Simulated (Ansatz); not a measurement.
**A computed series for hypothetical CsCl type NbP: pressure series**

Consider NbP in the CsCl type structure (space group Pm-3m, No. 221; a hypothetical phase, not in the database extracts checked).

```
CELL_PARAMETERS angstrom
      3.10991     0.00000     0.00000
      0.00000     3.10991     0.00000
      0.00000     0.00000     3.10991
ATOMIC_POSITIONS crystal
  Nb 0.00000 0.00000 0.00000
  P  0.50000 0.50000 0.50000
```

Cell and atoms are relaxed at each pressure.

Computed with PBE (Ansatz, a first-principles code; PAW; 420 eV plane waves; without spin-orbit coupling).

```tsv
P (GPa)	V (Å³/atom)
-2.01	15.201
-1.01	15.119
0.30	15.015
0.70	14.984
1.49	14.924
2.98	14.814
5.00	14.671
7.50	14.504
10.00	14.346
```

Q: Fit a third-order Birch–Murnaghan equation of state.

A: Least squares on P(V) = (3B₀/2)[(V₀/V)^(7/3) − (V₀/V)^(5/3)]·[1 + (3/4)(B₀′ − 4)((V₀/V)^(2/3) − 1)] gives V₀ = 15.04 Å³/atom, B₀ = 192 GPa and B₀′ = 4.3.

Load acts through the strain it causes; cell and atoms are relaxed under it. Stability against distortions was not tested. No other phases were tried under pressure. All final runs are without spin polarisation.
